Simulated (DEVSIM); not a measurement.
Device: Cr/La2O3/n-Ge capacitor, at 300 K.

| layer (left to right) | material | thickness (nm) | Nd (cm⁻³) |
|---|---|---|---|
| 1 | La2O3 | 1.50 | - |
| 2 | Ge | 570 | 1.1e18 |

Metal gate on the left, work function 4.5 eV. Fixed charge at the semiconductor interface 2e11 cm⁻² (in units of +e); interface traps 1.8e10 cm⁻² eV⁻¹, uniform in energy, neutral level at 0.3 of the gap above the valence band.

This is a model device: material constants are rounded textbook-type values typed into the input, and sizes, dopings and lifetimes were drawn at random. Values at 300 K.

```tsv
parameter	La2O3	Ge
gap (eV)	5.8	0.664
affinity (eV)	1.8	4
permittivity	27	16
Nc (cm⁻³)	-	1.04e19
Nv (cm⁻³)	-	6e18
```

Simulated with DEVSIM: 1D Poisson equation in equilibrium, Boltzmann statistics, complete ionisation; no quantum confinement or tunnelling. Metal contacts follow the ideal Schottky-Mott rule: no Fermi-level pinning, no interface dipoles.

Task: Tabulate band edges, carrier densities and field at 0.05 V on the gate.

Result: Energies count from the Fermi level of the right contact; mesh points crowd at the junctions.

```csv
x (μm),Ec (eV),Ev (eV),n (cm⁻³),p (cm⁻³),field (V/cm)
0.000,2.650,-3.150,< 1e2,< 1e2,-190000
0.0005497,2.640,-3.160,< 1e2,< 1e2,-190000
0.0009950,2.632,-3.168,< 1e2,< 1e2,-190000
0.001540,0.421,-0.243,8.8e11,4.9e14,-290000
0.002867,0.384,-0.280,3.7e12,1.2e14,-270000
0.004681,0.336,-0.328,2.3e13,1.9e13,-250000
0.008051,0.259,-0.405,4.7e14,9.3e11,-210000
0.01601,0.132,-0.532,6.3e16,6.9e9,-110000
0.02817,0.066,-0.598,8.1e17,5.4e8,-16000
0.04810,0.058,-0.606,1.1e18,4.0e8,-230
0.08232,0.058,-0.606,1.1e18,4.0e8,≈ 0
0.1726,0.058,-0.606,1.1e18,4.0e8,≈ 0
0.2960,0.058,-0.606,1.1e18,4.0e8,≈ 0
0.4115,0.058,-0.606,1.1e18,4.0e8,≈ 0
0.4960,0.058,-0.606,1.1e18,4.0e8,≈ 0
0.5280,0.058,-0.606,1.1e18,4.0e8,≈ 0
0.5466,0.058,-0.606,1.1e18,4.0e8,≈ 0
0.5580,0.058,-0.606,1.1e18,4.0e8,≈ 0
0.5657,0.058,-0.606,1.1e18,4.0e8,≈ 0
0.5686,0.058,-0.606,1.1e18,4.0e8,≈ 0
0.5703,0.058,-0.606,1.1e18,4.0e8,≈ 0
0.5715,0.058,-0.606,1.1e18,4.0e8,≈ 0
```
